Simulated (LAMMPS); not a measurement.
LAMMPS 22 Jul 2025, classical MD, Buckingham with full ionic charges: a series of growing systems, each on 32 ranks.

* **task**: MD, nve
* **potential**: Buckingham with full ionic charges
* **shape (slab and sphere leave vacuum in the box)**: bulk
* **temperature**: 300 K
* **steps**: 300
* **timestep**: 1 fs
* **neighbor skin**: 2 Å
* **neigh_modify**: every 1 delay 0 check yes
* **thermo**: 100
* **kspace_style**: pppm
* **kspace_accuracy**: 0.0001
* **pair cutoff**: 10 Å
* **newton**: on (default)
* **atom_modify sort (bins of 2 Å where set)**: 1000 (default)
* **comm_style**: brick (default)
* **kspace_modify**: order 5 diff ik (default)

It runs on a single node (AMD EPYC (Zen 5), 96 cores on 1 socket, no SMT, 12 L3 cache groups; 94 cores' worth of CPU time may be used).

Times are wall-clock medians of two to five runs, from launch to exit, with nothing else on the machine. Processes are pinned to neighbouring cores unless said otherwise. The times hold for this build (conda-forge: Open MPI, OPENMP and OPT packages, FFTW). Scratch files lie in a memory file system. A preparatory run goes ahead and isn't timed.

Measured:

```tsv
system	replicate	neighbour list builds	wall time	peak memory
MgO, 512 atoms	4×4×4	0	0.670 s	0.33 GiB
MgO, 1728 atoms	6×6×6	0	0.714 s	0.34 GiB
MgO, 8000 atoms	10×10×10	0	1.08 s	0.37 GiB
```

Still to run:

```
system             replicate
-----------------  ---------
MgO, 32768 atoms    16×16×16
MgO, 110592 atoms   24×24×24
```

Extrapolate to the larger systems: what do they cost?

The two largest measured give a power of ln(1.08/0.714) / ln(8000/1728) = 0.27 in the count of atoms; the table sets what it predicts beside the runs.

```
system             time by that power  neighbour list builds  wall time  peak memory
-----------------  ------------------  ---------------------  ---------  -----------
MgO, 32768 atoms                1.6 s                      0     2.42 s     0.47 GiB
MgO, 110592 atoms               2.2 s                      0     6.59 s     0.76 GiB
```

From the smallest system to the largest the time grows as the power 0.4 of the count of atoms; from step to step the powers are 0.1, 0.3, 0.6, 0.8. In the smallest, launch, exit and the like take 0.60 s of the 0.67 s. The largest part is set-up, start and exit outside the loop (89 %) in the smallest system and pair forces (Pair) (67 %) in the largest.
